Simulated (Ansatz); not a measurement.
Start from BaTiO₃ in the cubic perovskite structure (space group Pm-3m, No. 221; a = 3.935 Å).

The values are results of LDA (Ansatz, an electronic-structure program; PAW; 420 eV plane waves; no spin-orbit coupling), not measurements.

Strains are applied to the cell and any free atomic positions relax.

One change was made to it. Results:

The energy increases by 20 meV/atom; the pressure drops by 9.28 GPa to -9.29 GPa.

Which change produced these results?
(A) isotropic strain +1.80 %
(B) isotropic strain +3.00 %
(C) isotropic strain +2.40 %
(D) isotropic strain +0.60 %
(E) isotropic strain +1.20 %

A, isotropic strain +1.80 %. For comparison, the energy relative to the base in the other runs: isotropic strain +0.60 % gives +2.4 meV/atom; isotropic strain +2.40 % gives +36 meV/atom; isotropic strain +3.00 % gives +54 meV/atom; isotropic strain +1.20 % gives +9.3 meV/atom.

No phonon test of stability was made. All final runs are without spin polarisation. Many cubic perovskites are stable only at high temperature; tilts and polar distortions were not tested. This is not the structure that BaTiO3 has at room temperature and ambient pressure.
